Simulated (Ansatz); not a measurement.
```yaml
crystal:
  lattice:
    - [17.50000, 0.00000, 0.00000]
    - [0.00000, 16.50000, 0.00000]
    - [0.00000, 0.00000, 4.41277]
  atoms:
    - { symbol: Mo, position: [0.58993, 0.50000, 0.00000] }
    - { symbol: Mo, position: [0.45503, 0.58261, 0.00000] }
    - { symbol: Mo, position: [0.45503, 0.41739, 0.00000] }
    - { symbol: Mo, position: [0.41007, 0.50000, 0.50000] }
    - { symbol: Mo, position: [0.54497, 0.41739, 0.50000] }
    - { symbol: Mo, position: [0.54497, 0.58261, 0.50000] }
    - { symbol: Se, position: [0.32764, 0.50000, 0.00000] }
    - { symbol: Se, position: [0.58618, 0.34168, 0.00000] }
    - { symbol: Se, position: [0.58618, 0.65832, 0.00000] }
    - { symbol: Se, position: [0.67236, 0.50000, 0.50000] }
    - { symbol: Se, position: [0.41382, 0.65832, 0.50000] }
    - { symbol: Se, position: [0.41382, 0.34168, 0.50000] }
```

Calculation: PBE+D3(BJ) (plane waves to 420 eV, PAW; Ansatz, a quantum-chemistry and plane-wave program). Mesh 1×1×68. No spin polarisation, so a magnetic state wasn't tested. One-dimensional cell, images about 11 Å apart. A model structure. It keeps the symmetry and period of its start, so it need not be a minimum against all distortions. Values not marked SOC lack spin–orbit coupling. Buckling under compression is shut out by symmetry and the short period.

Q: Say what this body is, and give its properties.

A: Mo6Se6 chain. A hypothetical model.
| Item | Value |
|---|---|
| largest distance between nuclei across the axis | 6.03 Å |
| PBE gap | none (under 0.01 eV) |
| work function (PBE) | 5.40 eV |
| axial stiffness dF/dε | 187 nN |
